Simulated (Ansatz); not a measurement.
Results of r²SCAN (PAW; Ansatz, a quantum-chemistry and plane-wave program) for GaGeSiN (model structure, started from the AlSiCN type, R3m, No. 160, 4 atoms in the cell).

Run with plane-wave cutoff 560 eV, 18×18×18 k mesh, Fermi–Dirac smearing 0.05 eV, scalar-relativistic PAW data made under PBE.

Cell (relaxed at this level):

```yaml
crystal:
  lattice:
    - [1.79472, 1.03618, 6.01336]
    - [-1.79472, 1.03618, 6.01336]
    - [0.00000, -2.07236, 6.01336]
  atoms:
    - { symbol: Ga, position: [0.01473, 0.01473, 0.01473] }
    - { symbol: N, position: [0.12413, 0.12413, 0.12413] }
    - { symbol: Ge, position: [0.48915, 0.48915, 0.48915] }
    - { symbol: Si, position: [0.62201, 0.62201, 0.62201] }
```

Problem. What does this level give for the bulk modulus?

Solution. 
- bulk modulus = 86.1 GPa

The run finds no gap.

Note: the bulk modulus is −V dP/dV from two relaxed cells at ±2 % in volume; the relaxation could raise the start's symmetry but not lower it, so the cell can be a saddle point.

Computed values are for the static lattice.

Cost on a shared machine: roughly 24 core-minutes.

A model structure was made by putting elements into a prototype or built by hand; it is no filed structure, need not be a known phase, and can be a saddle point held by its symmetry.
